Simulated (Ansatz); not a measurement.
Band structure of ZnFe3C (Pm-3m, 5 atoms in the cell).

```yaml
crystal:
  lattice:
    - [3.77289, 0.00000, 0.00000]
    - [0.00000, 3.77289, 0.00000]
    - [0.00000, 0.00000, 3.77289]
  atoms:
    - { symbol: Zn, position: [0.00000, 0.00000, 0.00000] }
    - { symbol: Fe, position: [0.50000, 0.00000, 0.50000], spin: 4.0 }
    - { symbol: Fe, position: [0.00000, 0.50000, 0.50000], spin: 4.0 }
    - { symbol: Fe, position: [0.50000, 0.50000, 0.00000], spin: 4.0 }
    - { symbol: C, position: [0.50000, 0.50000, 0.50000] }
```
(The spins are starting values, not results.)

Level of theory: PBEsol, PAW files made with PBE (plane waves; Ansatz, an electronic-structure program).

Settings: kpoints.mp_grid.grid = 7 7 7; hamiltonian.xc = pbesol; hamiltonian.pseudopotentials = {kind: paw} (the program's default PAW files); magnetization.spin_polarized = true; scf.occupations.method = fermi_dirac; scf.occupations.width = 0.136 eV; kpoints.band_path.npoints = 8.

The starting cell comes from a database of computed structures (which also holds hypothetical and non-ambient phases and stackings), without a prior relaxation at this level. The magnetic order is the one reached from the typed start; others were not searched systematically.

Levels in eV from the Fermi level, bands 31 to 38 of the first spin channel:
```tsv
point	31	32	33	34	35	36	37	38
Γ	-1.19	-1.19	-0.25	-0.23	-0.23	-0.23	3.81	4.56
X	-1.48	-1.25	-0.92	-0.23	0.81	0.81	3.83	4.26
M	-1.22	-1.22	-0.96	-0.40	0.41	0.41	2.07	6.17
R	-1.37	-1.18	-1.18	-0.35	-0.35	-0.35	2.49	2.49
```

Bands cross the Fermi level along this path, so the cell is metallic at this level.

The net moment of the cell came out as 4.14 μB.

Keys are those of Ansatz 0.2.
